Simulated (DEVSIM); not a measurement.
Structure: Ti/Al2O3/n-Ge capacitor, at 300 K.

Layer 1 from the left is Al2O3, thickness (nm) 6.00. Layer 2 from the left is Ge, thickness (nm) 2200, Nd (cm⁻³) 7.1e16.

Metal gate on the left, work function 4.33 eV. Fixed charge at the semiconductor interface 4.7e10 cm⁻² (in units of +e); interface traps 1e12 cm⁻² eV⁻¹, uniform in energy, neutral level at 0.5 of the gap above the valence band.

The device is made up for the run: typed textbook-type constants, with dimensions and the other settings drawn at random. Values at 300 K.

Al2O3: gap (eV) 6.8, affinity (eV) 1.35, permittivity 9. Ge: gap (eV) 0.664, affinity (eV) 4, permittivity 16, Nc (cm⁻³) 1.04e19, Nv (cm⁻³) 6e18.

Model (solved in DEVSIM): 1D Poisson equation in equilibrium, Boltzmann statistics, complete ionisation; no quantum confinement or tunnelling. Metal contacts follow the ideal Schottky-Mott rule: no Fermi-level pinning, no interface dipoles.

What does the simulation give for the minimum of the low-frequency capacitance, the threshold voltage (band bending 2φF), the flat-band voltage?

minimum of the low-frequency capacitance 0.263 μF/cm²; threshold voltage (band bending 2φF) -0.34 V; flat-band voltage 0.22 V.
